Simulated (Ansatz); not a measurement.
Take WS$_{2}$ in the 2H-MoS2 type structure (space group P6_3/mmc, No. 194; a = 3.115 Å, c = 11.773 Å; layered, stacked along the Cartesian z axis) as the base.

Computed with Ansatz (a program for electronic structure), PBEsol-D3(BJ), PAW, cutoff 420 eV, spin-orbit coupling left out, earlier PAW set.

For the base:

The band gap is 0.66 eV and the hole mass is 0.96 mₑ along c, 0.46 mₑ across (at Γ). The volume per atom is 16.49 Å³ and the width of the top valence band is 2.05 eV.

Perturbation: Mo takes the place of W on all its sites, then cell and atoms are relaxed.

Tabulated Pauling electronegativity and covalent radius: W 2.36, 1.62 Å; Mo 2.16, 1.54 Å.

**Question.** What does the calculation give for the band gap after the change?

**Answer.** The band gap falls by 0.132 eV (0.66 eV → 0.52 eV).

**Question.** What happens to the hole mass?

**Answer.** The hole mass goes from 0.96 mₑ along c, 0.46 mₑ across (at Γ) to 1.1 mₑ along c, 0.50 mₑ across (at Γ).

**Question.** Predict the new volume per atom.

**Answer.** The volume per atom shrinks by 0.15 Å³ to 16.34 Å³.

**Question.** How does this affect the width of the top valence band?

**Answer.** The width of the top valence band falls by 0.17 eV to 1.88 eV.

With W present, leaving out spin-orbit coupling can change the band edges. Effective masses come from finite differences of ±0.01 Å⁻¹. Stability against distortions was not tested.
